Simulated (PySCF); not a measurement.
PySCF 2.14.0, R2SCAN/def2-svp, df: Sr(Cl)2(OH2)2 ([OH2]->[Sr](<-[OH2])([Cl])[Cl]), 9 atoms. The geometry is a generated start, not checked to be a minimum at this level.

```yaml
task: energy
method: r2scan
basis: def2-svp
two_electron_scheme: density fitting
mol.max_memory: 3000 MB
mf.max_cycle: 100
mf.conv_tol: 1e-09 (default)
mf.grids.level: 3 (default)
effective_core_potentials: those of the basis set, past Kr
basis_functions: 107
grid_points: 127072
```

```xyz
9

Sr     0.8257    -0.6119     0.9526
Cl     1.4732     1.2836    -0.7576
Cl     1.3533    -2.8354    -0.2117
O     -0.8334    -0.7938    -0.9440
H     -0.4756    -1.6447    -1.2449
H     -0.4153    -0.1265    -1.5138
O     -0.4978     1.2858     1.4528
H     -1.3753     1.6739     1.5405
H     -0.0548     1.7690     0.7261
```

With the defaults (mf.DIIS = CDIIS, mf.diis = true, mf.diis_space = 8, mf.init_guess = minao, mf.damp = 0, mf.diis_start_cycle = 1, mf.level_shift = 0, mf.diis_damp = 0) it converges in 14 Fock builds. One run each on 2 threads, 1 BLAS thread, with these changes:
- mf.diis_damp = 0.3
- mf.diis_space = 3
- mf.DIIS = ADIIS
- mf.init_guess = mod_huckel
- mf.diis = false
- mf.damp = 0.3, mf.diis_start_cycle = 4
- mf.diis_space = 5
- mf.level_shift = 0.1 Hartree
- mf.DIIS = EDIIS

**Question.** Which of these changes keep the SCF from converging, or lead it to another solution?

**Answer.** No convergence: mf.DIIS = EDIIS; mf.diis = false (the run ends without SCF convergence in 100 cycles). The rest reach the solution of the defaults.

| setting | Fock builds | end |
|---|---|---|
| mf.init_guess = mod_huckel | 12 | same solution |
| mf.diis_damp = 0.3 | 12 | same solution |
| mf.level_shift = 0.1 Hartree | 13 | same solution |
| the defaults | 14 | same solution |
| mf.damp = 0.3, mf.diis_start_cycle = 4 | 15 | same solution |
| mf.diis_space = 5 | 15 | same solution |
| mf.diis_space = 3 | 18 | same solution |
| mf.DIIS = ADIIS | 19 | same solution |
| mf.DIIS = EDIIS | 101 | no convergence |
| mf.diis = false | 101 | no convergence |
